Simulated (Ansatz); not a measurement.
## What uniaxial stress, 5 GPa compression along x does to Sc

Consider Sc in the hcp (Mg type) structure (space group P6_3/mmc, No. 194; a = 3.275 Å, c = 5.105 Å; relaxed with 0.1 eV smearing). Axes: x lies along a and z along c of the hexagonal cell.

One thing is altered: uniaxial stress, 5 GPa compression along x, with the cell and atoms free to relax against it.

Method: PBEsol/PAW in Ansatz (an electronic-structure program), no spin-orbit coupling. k-mesh 20×20×12 (Γ-centred); smearing 0.1 eV (Fermi–Dirac).

The volume per atom decreases by 0.61 Å³ (23.71 Å³ → 23.10 Å³) and the space group changes from P6_3/mmc (No. 194) to Cmcm (No. 63). The shortest interatomic distance drops by 0.077 Å, from 3.177 Å to 3.100 Å and the energy increases by 20 meV/atom. The band gap stays zero and the strain response (xx, yy, zz) amounts to (−5.35, +1.71, +1.20) %.

Stability under load was not tested beyond the relaxation. All final runs are without spin polarisation.
